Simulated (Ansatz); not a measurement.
The starting structures come from a database of crystals and need not be the phases stable at ambient conditions.

Inside the gap of an insulator the Bloch states are evanescent, with a wavenumber k + iκ along the transport direction.

Data:

```xyz
16
Lattice="7.0754 0.0000 0.0000 0.0000 7.2549 0.0000 1.7348 3.6275 3.1300" Properties=species:S:1:pos:R:3 pbc="T T T"
Al     0.0000     3.6275     0.0000
Al     3.5377     3.6275     0.0000
H      5.3066     2.0357     0.0000
H      1.7689     5.2192     0.0000
S      5.3066     6.3054     0.0000
S      3.5037     4.5770     3.1300
O      5.2522     7.1966     1.1726
O      3.5581     3.6857     1.9574
O      7.0958     3.5692     1.9574
O      1.7145     7.3132     1.1726
O      6.5186     5.4486     0.0596
O      2.2916     5.4337     3.0704
O      5.8293     9.0761     3.0704
O      2.9809     1.8063     0.0596
O      7.0414     6.6398     3.1300
O      3.5037     7.8700     3.1300
```

Space group of this cell: C2/c. The cell is taken as given; by r2SCAN its mean pressure is -5.0 GPa.

Transport runs along the normal of the first two printed cell vectors.

The gap is the functional's own, uncorrected, and κ follows it; spin-orbit coupling is left out. Mid-gap values are interpolated between the computed energies.

**Question.** Give the band gap and the smallest decay constant κ at mid-gap that r2SCAN (Ansatz, a first-principles code) yields.

**Answer.** Gap 6.49 eV on a 6×10×10 mesh; κ = 0.473 1/Å, at the zone centre.
